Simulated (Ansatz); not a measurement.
Hypothetical Pm-3n GaAs: pressure series

Base system: GaAs (space group Pm-3n, No. 223; a hypothetical phase, not in the database extracts checked).

```cif
data_As6Ga6
_chemical_formula_sum 'Ga6 As6'
_space_group_name_H-M_alt 'P 1'
_space_group_IT_number 1
_cell_length_a 6.98224
_cell_length_b 6.98224
_cell_length_c 6.98224
_cell_angle_alpha 90.000
_cell_angle_beta 90.000
_cell_angle_gamma 90.000
loop_
_space_group_symop_operation_xyz
  'x, y, z'
loop_
_atom_site_label
_atom_site_type_symbol
_atom_site_fract_x
_atom_site_fract_y
_atom_site_fract_z
_atom_site_occupancy
Ga1 Ga 0.25000 0.00000 0.50000 1
Ga2 Ga 0.50000 0.25000 0.00000 1
Ga3 Ga 0.50000 0.75000 0.00000 1
Ga4 Ga 0.75000 0.00000 0.50000 1
Ga5 Ga 0.00000 0.50000 0.75000 1
Ga6 Ga 0.00000 0.50000 0.25000 1
As1 As 0.25000 0.50000 0.00000 1
As2 As 0.00000 0.25000 0.50000 1
As3 As 0.00000 0.75000 0.50000 1
As4 As 0.75000 0.50000 0.00000 1
As5 As 0.50000 0.00000 0.75000 1
As6 As 0.50000 0.00000 0.25000 1
```

Cell and atoms are relaxed at each pressure.

Method: PBEsol/PAW in Ansatz (a first-principles code), scalar-relativistic without spin-orbit coupling.

```csv
P (GPa),V (Å³/atom)
-0.99,28.956
0.30,28.208
0.70,28.000
1.50,27.611
3.00,26.955
5.00,26.196
7.50,25.386
9.99,24.687
```

Fit a third-order Birch–Murnaghan equation of state.

Least squares on P(V) = (3B₀/2)[(V₀/V)^(7/3) − (V₀/V)^(5/3)]·[1 + (3/4)(B₀′ − 4)((V₀/V)^(2/3) − 1)] gives V₀ = 28.37 Å³/atom, B₀ = 52 GPa and B₀′ = 4.7.

Load acts through the strain it causes; cell and atoms are relaxed under it. Whether these cells are dynamically stable was not tested. Competing high-pressure phases were not computed.
